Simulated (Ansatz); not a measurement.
A computed series for WC: response to strain

Take WC (space group P-6m2, No. 187; a = 2.8843 Å, c = 2.8115 Å; relaxed with 0.1 eV smearing) as the base. Axes: x lies along a and z along c of the hexagonal cell.

Strains are applied to the cell and any free atomic positions relax.

The values are results of LDA, PAW, 420 eV (Ansatz, an electronic-structure program; no spin-orbit coupling), not measurements.

Candidates:
(a) uniaxial strain ε_xx = +2.50 %
(b) uniaxial strain ε_xx = +0.50 %
(c) uniaxial strain ε_xx = +1.00 %
(d) uniaxial strain ε_xx = −2.00 %

Notes on the quantities. energy relative to the base: free energy F.

**Question.** Order them by energy relative to the base, highest first.

**Answer.** (a) uniaxial strain ε_xx = +2.50 % (+14 meV/atom), (d) uniaxial strain ε_xx = −2.00 % (+10 meV/atom), (c) uniaxial strain ε_xx = +1.00 % (+2.3 meV/atom), (b) uniaxial strain ε_xx = +0.50 % (+0.6 meV/atom)

No phonon test of stability was made. The final runs are not spin-polarised.
